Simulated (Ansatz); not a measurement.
Consider a periodic stack without vacuum, bcc W (0 0 1) on rutile SnO2 (1 0 0) (film strained to the substrate, started from cuts of the bulks and a machine-learned relaxation; slabs Sn12O20 and W18, which can lie off the formulas): substrate slab Sn12O20, film W18, surface cells [[0, -1], [2, -1]] and [[0, -1], [3, -1]], film strained by +1.1 and +1.7 %, outermost planes Sn/Sn and W/W as cut, which need not be the usual terminations and can put a slab off its formula. Its start:

```xyz
50
Lattice="3.2384 0.0000 0.0062 3.2384 9.6548 -0.0136 1.3990 1.5567 24.4782" Properties=species:S:1:pos:R:3 pbc="T T T"
Sn     6.4871     9.6690     3.5791
Sn     3.2493     4.7830     3.5506
Sn     1.6284     2.3617     1.0196
Sn     4.8696     7.2605     1.1874
O      1.6304     0.9243     2.6277
O      4.8693     5.7264     2.6235
O      3.2478     3.3475     2.0314
O      3.2498     8.2373     2.0548
Sn     6.4683     9.6954     8.4342
Sn     3.2272     4.7893     8.4233
Sn     1.6252     2.4088     5.9934
Sn     4.8646     7.2232     5.9985
O      3.2468     1.4823     5.0612
O      3.2473     6.3008     5.0254
O      1.6282     3.8465     4.4807
O      4.8667     8.6984     4.4930
O      1.6156     0.9537     7.4914
O      4.8519     5.7098     7.4540
O      3.2410     3.3340     6.9266
O      3.2419     8.1827     6.9303
Sn     6.4446     9.4860    13.3267
Sn     3.2359     5.0485    13.3519
Sn     1.5895     2.4162    10.9502
Sn     4.8246     7.2249    10.7579
O      3.2139     1.4978     9.9501
O      3.2093     6.3435     9.7745
O      1.6038     3.9039     9.4111
O      4.8426     8.7762     9.3698
O      1.5878     0.8299    12.3264
O      4.8092     5.6910    12.1338
O      3.2032     3.2976    11.9281
O      3.2022     8.0751    11.7492
W      3.0594     2.3588    16.9474
W      3.0553     5.6068    16.7679
W      6.2907     8.7546    16.7955
W      4.6769     3.9029    15.4224
W      4.6792     7.1920    15.3103
W      4.6672    10.4434    15.4532
W      3.0421     2.3623    20.0014
W      3.0442     5.5881    19.9559
W      6.2826     8.7890    19.9769
W      4.6693     3.9978    18.4713
W      4.6680     7.1831    18.4332
W      4.6672    10.3717    18.4896
W      3.0333     2.4249    23.1062
W      3.0345     5.5760    23.0438
W      6.2734     8.8077    22.9974
W      4.6567     3.9791    21.6108
W      4.6576     7.1666    21.5897
W      4.6567    10.4595    21.6224
```

The start was prepared with a machine-learned potential, and the result is one local minimum, with the in-plane cell held and forces under 0.04 eV/Å; the film can end far from its bulk form.

Computed with PBE (plane waves to 420 eV, PAW; Ansatz, a program for electronic structure). Scalar-relativistic, without spin–orbit coupling; the runs are not spin-polarised. Its k-point mesh 8×3×1, Fermi–Dirac width 0.05 eV.

Q: Predict the relaxed interface.

A: 
```
Property                                                                                   Value
-------------------------------------------------------------------------------  ---------------
interface area                                                                           31.3 Å²
period                                                                                   24.76 Å
heights between the nearest atoms of the two slabs at the two interfaces         1.41 and 1.28 Å
Sn–W contacts across the interfaces within 1.22 times the sum of covalent radii  17, mean 3.08 Å
O–W contacts across the interfaces within 1.22 times the sum of covalent radii    4, mean 2.05 Å
```
